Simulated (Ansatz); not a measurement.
Consider ZrS2 in the fluorite structure (space group Fm-3m, No. 225; a = 6.2563 Å; a hypothetical phase, not in the database extracts checked).

Level of theory: r2SCAN (Ansatz, a program for electronic structure; PAW; 500 eV plane waves; spin-orbit coupling left out).

Base values:

```
Item                Value
---------------  --------
Volume per atom  20.41 Å³
Band gap          0.13 eV
```

It is then changed as follows: O takes the place of S on all its sites; the structure is relaxed again.

Tabulated Pauling electronegativity and covalent radius: S 2.58, 1.05 Å; O 3.44, 0.66 Å.

Question: Predict the new volume per atom.

Answer: The volume per atom shrinks by 9.42 Å³ (20.41 Å³ → 10.99 Å³).

Question: How does this affect the band gap?

Answer: The band gap rises by 3.754 eV (0.13 eV → 3.89 eV).

Whether these cells are dynamically stable was not tested. This is not the structure that ZrO2 has at room temperature and ambient pressure. A zero or small gap of ZrS2 can be the functional's error rather than a property of the material.
